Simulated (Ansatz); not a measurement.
Consider a 16-atom cell of (Ga,W)N started in the rock salt structure, site fractions Ga 0.250, W 0.750, short-range order -0.11 in the first shell of the mixed sites (0 is random, a negative value favours unlike neighbours), space group Pm at the end. Its start:

```yaml
crystal:
  lattice:
    - [0.28893, 4.67882, 4.27682]
    - [4.68992, -0.11184, 4.67571]
    - [4.29894, 4.68716, 0.28407]
  atoms:
    - { symbol: W, position: [0.96874, 0.98963, 0.98467] }
    - { symbol: Ga, position: [0.97813, 0.91784, 0.47364] }
    - { symbol: W, position: [0.03465, 0.49820, 0.01158] }
    - { symbol: W, position: [0.06834, 0.45357, 0.56793] }
    - { symbol: Ga, position: [0.48316, 0.11767, 0.98640] }
    - { symbol: W, position: [0.49101, 0.99390, 0.46508] }
    - { symbol: W, position: [0.56801, 0.46755, 0.06751] }
    - { symbol: W, position: [0.50999, 0.49513, 0.53845] }
    - { symbol: N, position: [0.24491, 0.30122, 0.26028] }
    - { symbol: N, position: [0.27991, 0.18758, 0.78216] }
    - { symbol: N, position: [0.20515, 0.74373, 0.19804] }
    - { symbol: N, position: [0.18034, 0.81510, 0.67803] }
    - { symbol: N, position: [0.79086, 0.23758, 0.29681] }
    - { symbol: N, position: [0.76022, 0.30008, 0.74587] }
    - { symbol: N, position: [0.73639, 0.73756, 0.23992] }
    - { symbol: N, position: [0.70019, 0.74365, 0.70363] }
```

All values below come from PBE (plane waves to 420 eV, PAW; Ansatz, an electronic-structure program). Spin–orbit coupling is left out; with elements this heavy it can move edges by tenths of an eV. Its k-point mesh 5×5×5, Fermi–Dirac width 0.05 eV.

### Question
Predict the alloy's volume and bond lengths.

### Answer
```
Property                                                                                                                                                                                                Value
---------------------------  --------------------------------------------------------------------------------------------------------------------------------------------------------------------------------
volume per atom                                                                                                                                                                                      10.75 Å³
N–W bonds                                                                                                                                                        2.179 Å on average, from 2.094 to 2.343 (30)
Ga–N bonds                                                                                                                                                       2.066 Å on average, from 2.000 to 2.134 (12)
check of the structure type  not passed: over a tenth of the atoms count other neighbours than the ideal type within 1.2 times their shortest bond (scaled by covalent radii), so no mixing enthalpy is given
```
